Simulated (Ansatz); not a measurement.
Defect calculation: Pb on the Si site + C vacancy (Pb_Si+V_C) in 4H silicon carbide

Level of theory: PBE, PAW (plane waves to 420 eV; Ansatz, an electronic-structure program). A supercell of 96 sites (3×2×1 repeats of a cell of 16 atoms) was used; the energies come from a 2×2×2 shifted sampling of its zone. Sites at the start: the Si(k) site; C(h) 1.89 Å away. Finite-size correction: monopole term and site-potential alignment. Dielectric constants: PBE linear response of the host. Host gap at this level: 2.23 eV. These values are not converged in cell size to better than tenths of an eV. Levels are measured in PBE's own, too narrow, gap. Spin–orbit coupling is left out, which matters for these heavy elements. Each state is the lowest found from its start.

The name describes the start; the neighbours show where the atoms ended.

Charges with a result: +2, +1, 0, −1. Others weren't obtained, and one of them could lie lower, also by skipping a charge.

```
charge         moment (μB)  largest move off a lattice site (Å)  neighbours of the last Pb atom of the defect at the end (Å)  image correction with alignment (eV)
------  ------------------  -----------------------------------  -----------------------------------------------------------  ------------------------------------
+2      not spin-polarised                                 0.41                                       C 2.23, C 2.23, C 2.23                                  0.91
+1                     1.0                                 0.48            C 2.25, C 2.25, C 2.27, Si 2.86, Si 2.89, Si 2.89                                  0.30
0†      not spin-polarised                                 0.49            C 2.25, C 2.25, C 2.31, Si 2.73, Si 2.88, Si 2.88                                  0.01
−1                     1.0                                 0.65            C 2.33, C 2.33, C 2.36, Si 2.69, Si 2.71, Si 2.71                                  0.02
```

† Not settled in this cell, so no level is given: charge 0: no spin-polarised start tried.

Transition levels above the valence-band maximum: ε(+2/+1) = 0.99 eV. With a charge missing or unsettled, these needn't be thermodynamic levels.

Flagged in the runs: a host whose relaxation on this sampling wasn't shown to rest.

All states together cost roughly 110 core-minutes.
